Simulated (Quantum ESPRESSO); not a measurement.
Input and output of a self-consistent single point for Ta2O5 (Pbam, 14 atoms in the cell) (Quantum ESPRESSO).

Method of the run: PBEsol, GBRV 1.5 ultrasoft (PBESOL) pseudopotentials (plane waves; Quantum ESPRESSO).

```yaml
crystal:
  lattice:
    - [5.99826, 0.00000, 0.00000]
    - [0.00000, 10.40700, 0.00000]
    - [0.00000, 0.00000, 3.68188]
  atoms:
    - { symbol: Ta, position: [0.21269, 0.86166, 0.50000] }
    - { symbol: Ta, position: [0.78731, 0.13834, 0.50000] }
    - { symbol: Ta, position: [0.71269, 0.63834, 0.50000] }
    - { symbol: Ta, position: [0.28731, 0.36166, 0.50000] }
    - { symbol: O, position: [0.28652, 0.90158, 0.00000] }
    - { symbol: O, position: [0.71348, 0.09842, 0.00000] }
    - { symbol: O, position: [0.78652, 0.59842, 0.00000] }
    - { symbol: O, position: [0.21348, 0.40158, 0.00000] }
    - { symbol: O, position: [0.52714, 0.77834, 0.50000] }
    - { symbol: O, position: [0.47286, 0.22166, 0.50000] }
    - { symbol: O, position: [0.02714, 0.72166, 0.50000] }
    - { symbol: O, position: [0.97286, 0.27834, 0.50000] }
    - { symbol: O, position: [0.00000, 0.00000, 0.50000] }
    - { symbol: O, position: [0.50000, 0.50000, 0.50000] }
```

Reference input (self-consistent single point, DFT, PBEsol, plane waves, GBRV 1.5 ultrasoft (PBESOL) pseudopotentials): ecutwfc = 40 Ry; ecutrho = 320 Ry; occupations = fixed; potentials = {Ta: ta_pbesol_v1.uspp.F.UPF, O: o_pbesol_v1.2.uspp.F.UPF}; K_POINTS = automatic 4 3 6 0 0 0; nbnd = 60; conv_thr = 1e-10 Ry. This run's input differs from it in these lines:

```diff
@@ -13,4 +13,4 @@
   ntyp = 2,
-  ecutwfc = 40,
-  ecutrho = 320,
+  ecutwfc = 24,
+  ecutrho = 192,
   occupations = 'fixed',
```

The program printed (abridged):

```
     Self-consistent Calculation

     iteration #  1     ecut=    24.00 Ry     beta= 0.70

     negative rho (up, down):  3.660E-01 0.000E+00

     total energy              =    -887.13755183 Ry
     estimated scf accuracy    <       5.32170587 Ry

     iteration #  2     ecut=    24.00 Ry     beta= 0.70

     negative rho (up, down):  3.674E-01 0.000E+00

     total energy              =    -885.88153503 Ry
     estimated scf accuracy    <      20.04164023 Ry

     iteration #  3     ecut=    24.00 Ry     beta= 0.70

     negative rho (up, down):  3.655E-01 0.000E+00

     total energy              =    -889.88220384 Ry
     estimated scf accuracy    <       0.16147534 Ry

   [... 11 blocks of this kind left out ...]

     iteration # 15     ecut=    24.00 Ry     beta= 0.70

     negative rho (up, down):  3.667E-01 0.000E+00

     total energy              =    -889.88004371 Ry
     estimated scf accuracy    <          1.5E-10 Ry

     iteration # 16     ecut=    24.00 Ry     beta= 0.70

     negative rho (up, down):  3.667E-01 0.000E+00
     End of self-consistent calculation

     highest occupied, lowest unoccupied level (ev):     4.8444    7.5809

!    total energy              =    -889.88004371 Ry
     estimated scf accuracy    <          4.4E-12 Ry

     convergence has been achieved in  16 iterations

     negative rho (up, down):  3.667E-01 0.000E+00

     Forces acting on atoms (cartesian axes, Ry/au):

     atom    1 type  1   force =    -0.00898073   -0.00292059   -0.00000000
     atom    2 type  1   force =     0.00898073    0.00292059   -0.00000000
     atom    3 type  1   force =    -0.00898073    0.00292059    0.00000000
     atom    4 type  1   force =     0.00898073   -0.00292059    0.00000000
     atom    5 type  2   force =    -0.00527420   -0.00853298    0.00000000
     atom    6 type  2   force =     0.00527420    0.00853298    0.00000000
   [... lines left out ...]
     Total force =     0.038978     Total SCF correction =     0.000003
   [... lines left out ...]

     negative rho (up, down):  3.667E-01 0.000E+00
          total   stress  (Ry/bohr**3)                   (kbar)     P=     -398.92
  -0.00272570   0.00000000   0.00000000         -400.96        0.00        0.00
   0.00000000  -0.00265108   0.00000000            0.00     -389.99        0.00
   0.00000000   0.00000000  -0.00275858            0.00        0.00     -405.80

   JOB DONE.
```

The run converged in 16 iterations. Against the reference run the free energy rises by 742 meV/atom, the pressure goes from -4.98 to -39.89 GPa, the largest force goes from 0.313 to 0.354 eV/Å and the gap on the mesh goes from 2.776 to 2.736 eV.

The starting cell comes from a database of computed structures (which also holds hypothetical and non-ambient phases and stackings), without a prior relaxation at this level. Spin-orbit coupling is off.

Cost on one core of a shared machine: roughly 3 min.
